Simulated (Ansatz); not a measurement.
Structures of equal composition on the (111)B surface of zinc-blende BP (P plane on top): 2x2 In adatom at H3; 2x2 In adatom at T4. The slabs share one bottom face, and each structure is named by its start. These are constructed structures in small cells; real faces may alloy, dewet or reconstruct in larger ones, and not all known structures of the face are among them. Slabs of about 14 Å with all that they carry, Fermi-Dirac smearing of 0.025 eV. Bottom of the slabs: H caps. Relaxed from the named starts with such symmetry as they have, on meshes of like density; energies extrapolated to zero smearing; no spin-orbit coupling, no U. Spin-polarised runs, if any, are marked in brackets, and their order is one that fits the cell; the others ran without spin. Where a second, spin-polarised start was run, the lower counts.

Level of theory: PBE (plane waves to 420 eV, PAW; Ansatz, a program for electronic structure).

**Question.** Order them by energy per 1x1 cell (lowest first) at the level PBE.

**Answer.** 2x2 In adatom at T4 (0.000 eV, gap 0.34 eV on the mesh), 2x2 In adatom at H3 (0.038 eV, gap 0.30 eV on the mesh)
